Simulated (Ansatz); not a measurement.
# Effect of isotropic strain −2.00 % on Ir

The parent structure is Ir in the fcc (Cu type) structure (space group Fm-3m, No. 225; a = 3.8311 Å; relaxed with 0.1 eV smearing).

Now apply this change: the cell is scaled by 0.9800 in all directions; the atoms relax in the strained cell.

The values are results of PBEsol/PAW in Ansatz (a program for electronic structure), spin-orbit coupling left out, not measurements. Γ-centred 29×29×29 mesh, Fermi–Dirac width 0.1 eV.

The volume per atom falls by 0.83 Å³ to 13.23 Å³ and the shortest interatomic distance decreases by 0.054 Å to 2.655 Å. The energy rises by 66 meV/atom and the pressure goes from zero to 27.2 GPa. The band gap remains zero.

Final structure:

```
CELL_PARAMETERS angstrom
      0.00000     1.87724     1.87724
      1.87724     0.00000     1.87724
      1.87724     1.87724     0.00000
ATOMIC_POSITIONS crystal
  Ir 0.00000 0.00000 0.00000
```

Stability against distortions was not tested. The final runs are not spin-polarised.
